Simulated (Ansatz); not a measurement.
A user runs Ansatz (a quantum-chemistry and plane-wave program) on TiCr2Si6 (C222, 9 atoms in the cell) and asks whether the run is sound. The aim is a self-consistent single point with DFT, r2SCAN, plane waves, default PAW files made with PBE.

Cell that was meant: a = 4.5410 Å, b = 4.5410 Å, c = 6.3496 Å, α = 90.00°, β = 90.00°, γ = 119.37°.

Part of the input:

Ansatz 0.2 input:
```yaml
    kind: paw
scf:
  occupations:
    method: fixed
output:
  forces: true
  eigenvalues: true
```

Output (repeated stretches shortened):

```
WARN ansatz: RAYON_NUM_THREADS=1 ignored (pool sized by the plan → 1); use --threads N
Pseudopotentials: kind: paw
   [... lines left out ...]
PAW frozen core: Si, regenerated for the run's functional
Initial density: superposition of atomic densities (neutral atoms: chi_scale 0, normalization atom), corrected by the library's trained network
Initial wavefunctions: pseudopotential atomic-orbital guess
Eigensolver: davidson
Functional: x = r2scan, c = r2scan; τ floored in thin density (d = 2e-4 eV/Å³)
SCF iter   1: F=—  HF=-13106.572091 eV  |F-HF|=—  |Δ(HF+E_count)|=         —  Δρ=1.22e-2  dr2=1.53e-1  dr2_τ=7.86e-2  ethr=1.77e-3  ⟨swp⟩=4.9  Hψ=5657  notcnv=0  defer=247
all-band conjugate gradients solve this SCF's bands
   [... lines left out ...]
WARN: the bands overlap at the fill by count (32 filled at each k-point of a channel) …
SCF 1 converged in 9 iterations: F = -13106.692740 eV  dr2 = 2.74e-8
Free energy (F): -13106.692740 eV
Internal energy: -13106.692740 eV  (E = F + TS)
E sigma→0 (E₀):  -13106.692740 eV
Fermi energy:    14.255654 eV
--- Forces (eV/Å), atoms counted from 1 ---
  atom   1  Ti     0.00000000     0.00000000     0.00000000
  atom   2  Cr    -0.00000000     0.00000000     0.02562447
  atom   3  Cr    -0.00000000     0.00000000    -0.02562447
  atom   4  Si     0.00000000     0.11532064     0.00000000
  atom   5  Si     0.00000000    -0.11532064     0.00000000
  atom   6  Si    -0.06542089     0.08311213    -0.01443708
  atom   7  Si     0.06542089    -0.08311213    -0.01443708
  atom   8  Si    -0.06542089    -0.08311213     0.01443708
  atom   9  Si     0.06542089     0.08311213     0.01443708
--- Stress (GPa, compression-positive) ---
       -3.866404       0.000000       0.000000
        0.000000      -4.002444       0.000000
        0.000000       0.000000      -4.914871
  P = ⅓ Tr σ = -4.2612 GPa (-42.612 kbar)
  The stress holds the Pulay correction. Without it, at fixed plane waves, as pw.x and ABINIT print it: P = -4.2941 GPa
```

### Question
Is anything amiss in this input, and did it matter?

### Answer
The run is not sound. The fault is fixed (insulator-type) occupations in a metal. A metal has bands that cross the Fermi level, so filling the same number of bands at every k-point puts electrons into the wrong states. To fix it, use a smearing (or tetrahedra) with enough empty bands. The run converged in 9 iterations without an error; against the sound input the free energy is nearly the same (within 1 meV/atom), the pressure stays near -4.26 GPa while the xx stress (positive for compression) goes from -4.27 to -3.87 GPa and the largest force goes from 0.072 to 0.115 eV/Å. The full log also holds (shortened here): “WARN: iter 1: σ=0 fill of 32 bands saw a band overlap (occupied 14.3158 eV > unoccupied 14.2486 eV) — on an unconverged iterate often a transient of an (band_overlap_at_count)”.

An input that runs soundly differs in these lines (not the only fix; some lines may just follow from the change or write a value another way):
```diff
-    method: fixed
+    method: cold
+    width: 0.1
```

With that input, the run converged in 9 iterations: free energy E − TS (on the zero of these files) -13106.7011 eV; Fermi level (on the code's own zero) 14.21 eV; pressure -4.29 GPa; largest force (vector length) 0.072 eV/Å (DFT, r2SCAN, plane waves, default PAW files made with PBE).

On the sound input: the starting cell comes from a database of computed structures (which also holds hypothetical and non-ambient phases and stackings), without a prior relaxation at this level. Spin polarisation is off. With a pressure of about -4 GPa the cell is away from its equilibrium volume at this level. Ansatz's pressure includes its estimate of the finite-basis (Pulay) stress.
